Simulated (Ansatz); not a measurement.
Base system: MgS in the rock salt structure (space group Fm-3m, No. 225; a = 5.182 Å). Axes: x, y, z lie along the cube axes.

One thing is altered: uniaxial stress, 2 GPa compression along x, with the cell and atoms free to relax against it.

Levels (all Ansatz, an electronic-structure program, PAW): PBEsol (420 eV, no spin-orbit coupling); r2SCAN (500 eV, no SOC); HSE06 (420 eV, without spin-orbit coupling).

At the geometry relaxed with PBEsol, these levels gave the following band gaps, in shuffled order: (a) 3.76 eV, (b) 3.42 eV, (c) 2.66 eV.

Question: Match each gap to its level.

Answer: (a) HSE06; (b) r2SCAN; (c) PBEsol.

Single points use the geometry relaxed with PBEsol. The hybrid gap comes from the SCF mesh plus the semilocal run's edge points and a few special points and is an upper bound. Load acts through the strain it causes; cell and atoms are relaxed under it. Stability under load was not tested beyond the relaxation.
